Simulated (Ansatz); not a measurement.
Consider FeS2 (space group Pnnm, No. 58; a = 4.439 Å, b = 5.409 Å, c = 3.390 Å; non-magnetic).

Level of theory: plane-wave PAW DFT at the PBE level (Ansatz, a program for electronic structure, 420 eV), no SOC.

For the base:

| Item | Value |
|---|---|
| Smallest direct gap | 1.19 eV |
| Band gap | 0.88 eV |
| Gap character | indirect, k = (3/8, 0, 0) in the run's primitive reciprocal basis → T |

Perturbation: a hydrostatic pressure of 50 GPa.

Q: What happens to the smallest direct gap, band gap and gap character?

A: The smallest direct gap rises by 0.24 eV (1.19 eV → 1.43 eV); the band gap rises by 0.28 eV, from 0.88 eV to 1.16 eV; the gap character becomes indirect, k = (3/8, 0, 0) in the run's primitive reciprocal basis → Γ (base: indirect, k = (3/8, 0, 0) in the run's primitive reciprocal basis → T).

Load acts through the strain it causes; cell and atoms are relaxed under it. Stability against distortions was not tested. No other phases were tried under pressure. Starting moments died away, wholly or in part, for the base; another magnetic solution may exist. All final runs are without spin polarisation.
